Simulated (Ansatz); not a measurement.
Consider BeS in the zinc blende structure (space group F-43m, No. 216; a = 4.8381 Å).

Calculations: PBEsol/PAW in Ansatz (an electronic-structure program), no SOC.

Before the change:

Hole mass: 0.33, 0.55, 0.55 mₑ (at Γ)
Electron mass: 0.80 mₑ along k, 0.28 mₑ across (at X)

It is then changed as follows: an isotropic linear strain of −3.00 %, atoms relaxed at fixed cell.

Q: What happens to the hole mass, energy relative to the base, mean gap deformation potential ΔEg/Δln V and electron mass?

A: The hole mass (degenerate bands, along [100]) goes from 0.33, 0.55, 0.55 mₑ (at Γ) to 0.35, 0.49, 0.49 mₑ (at Γ); the energy grows by 38 meV/atom; the mean gap deformation potential ΔEg/Δln V amounts to +2.5 eV; the electron mass goes from 0.80 mₑ along k, 0.28 mₑ across (at X) to 0.77 mₑ along k, 0.27 mₑ across (at X).

Effective masses come from finite differences of ±0.01 Å⁻¹. Along k means along the line from Γ to the band edge. Stability against distortions was not tested.
